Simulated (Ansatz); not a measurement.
Start from SiO$_{2}$ (space group P3_221, No. 154).

```yaml
crystal:
  lattice:
    - [4.86585, 0.00000, 0.00000]
    - [-2.43292, 4.21395, 0.00000]
    - [0.00000, 0.00000, 5.36522]
  atoms:
    - { symbol: Si, position: [0.00000, 0.46475, 0.33333] }
    - { symbol: Si, position: [0.53525, 0.53525, 0.00000] }
    - { symbol: Si, position: [0.46475, 0.00000, 0.66667] }
    - { symbol: O, position: [0.27611, 0.41114, 0.22119] }
    - { symbol: O, position: [0.58886, 0.86497, 0.88785] }
    - { symbol: O, position: [0.72389, 0.13503, 0.44548] }
    - { symbol: O, position: [0.86497, 0.58886, 0.11215] }
    - { symbol: O, position: [0.41114, 0.27611, 0.77881] }
    - { symbol: O, position: [0.13503, 0.72389, 0.55452] }
```

All numbers come from LDA/PAW in Ansatz (a first-principles code), spin-orbit coupling left out.

Base values:

- Pressure: 0.0 kbar

It is then changed as follows: the cell is scaled by 1.0225 in all directions, atoms relaxed at fixed cell.

### Question
Predict the new pressure, largest internal atomic displacement and energy relative to the base.

### Answer
The pressure (mean of the normal stresses, compression positive) goes from zero to -18.7 kbar; the largest internal atomic displacement comes out as 0.154 Å; the energy increases by 5.4 meV/atom.

The cells carry an imposed strain or load. Whether these cells are dynamically stable was not tested.
